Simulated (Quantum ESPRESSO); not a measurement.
Quantum ESPRESSO is run on LiMg₂ (P1, 6 atoms in the cell), and the run fails. The aim is a self-consistent single point with DFT, LDA (PZ), plane waves, GBRV 1.5 ultrasoft (LDA) pseudopotentials.

Cell that was meant: a = 5.8858 Å, b = 5.8858 Å, c = 7.3770 Å, α = 104.70°, β = 104.70°, γ = 31.58°.

Part of the input:

```fortran
 occupations = 'smearing'
 smearing = 'gauss'
 degauss = 0.0099958
 celldm(1) = 11.122535
/
&ELECTRONS
 conv_thr = 1.0d-9
```

The program printed (abridged):

```
 %%%%%%%%%%%%%%%%%%%%%%%%%%%%%%%%%%%%%%%%%%%%%%%%%%%%%%%%%%%%%%%%%%%%%%%%%%%%%%
     Error in routine cell_base_init (2):
     lattice parameter specified twice
 %%%%%%%%%%%%%%%%%%%%%%%%%%%%%%%%%%%%%%%%%%%%%%%%%%%%%%%%%%%%%%%%%%%%%%%%%%%%%%

     stopping ...
```

Q: Read the log: what does the program object to, and what is the fix?

A: The fault is the cell or its scale given twice. Two definitions of the lattice conflict. To fix it, keep one definition. The program stopped before any SCF iteration.

An input that runs soundly differs in these lines (not the only fix; some lines may just follow from the change or write a value another way):
```diff
- celldm(1) = 11.122535
```

With that input, the run converged in 12 iterations: free energy E − TS -7195.3859 eV; Fermi level (on the code's own zero) 4.00 eV; pressure -1.51 GPa; largest force (vector length) 0.310 eV/Å (DFT, LDA (PZ), plane waves, GBRV 1.5 ultrasoft (LDA) pseudopotentials).

On the sound input: the starting cell comes from a database of computed structures (which also holds hypothetical and non-ambient phases and stackings), without a prior relaxation at this level. Its atoms were displaced at random from the sites of space group no. 12.
